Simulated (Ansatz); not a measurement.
The starting structures come from a database of crystals and need not be the phases stable at ambient conditions.

 Where the default PAW files enter, the runs use the earlier of Ansatz's two default sets.

Inside the gap of an insulator the Bloch states are evanescent, with a wavenumber k + iκ along the transport direction.

```
CuI
1.0
    4.24370     0.00000     0.00000
   -2.12185     3.67515     0.00000
    0.00000     0.00000     6.98836
Cu I
2 2
Cartesian
  2.12185   1.22505   6.09860
  0.00000   2.45010   2.60442
  2.12185   1.22505   3.51039
  0.00000   2.45010   0.01621
```

Space group of this cell: P6_3mc, wurtzite. The cell is taken as given; by PBEsol its mean pressure is -1.8 GPa.

Transport runs along the normal of the first two printed cell vectors, the (001) plane of the conventional cell.

The gap is the functional's own. No spin-orbit coupling. Mid-gap values are interpolated on the energy grid.

Q: Predict the band gap and the smallest decay constant κ at mid-gap from PBEsol in Ansatz (a quantum-chemistry and plane-wave program).

A: Gap 1.11 eV on a 12×12×6 mesh; κ = 0.103 1/Å, at the zone centre.
